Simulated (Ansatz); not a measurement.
Consider Cs2AgBiBr6 (space group Fm-3m, No. 225; a = 10.9963 Å). Axes: x, y, z lie along the cube axes.

The values are results of Kohn–Sham DFT with the LDA functional, run in Ansatz (an electronic-structure program) with PAW and 420 eV plane waves, spin-orbit coupling left out, not measurements.

Base values:

The electron mass comes out as 0.36 mₑ along k, 0.24 mₑ across (at L). The band gap is 0.94 eV.

One thing is altered: tensor shear ε_xy = +0.80 % (engineering shear γ = 0.0160), atoms relaxed at fixed cell.

Question: What happens to the electron mass, stress, band gap and energy relative to the base?

Answer: The electron mass changes from 0.36 mₑ along k, 0.24 mₑ across (at L) to 0.37 mₑ along k, 0.24 mₑ across (at L); the stress (xx, yy, zz, yz, xz, xy; compression positive) amounts to (-0.01, -0.01, -0.01, 0.00, 0.00, -0.12) GPa; the band gap decreases by 0.01 eV to 0.93 eV; the energy hardly moves.

Spin-orbit coupling, missing from the scalar runs, can matter with Bi. The cells carry an imposed strain or load. Masses are band curvatures over ±0.01 Å⁻¹ around the edge. Along k means along the line from Γ to the band edge. No phonon test of stability was made.
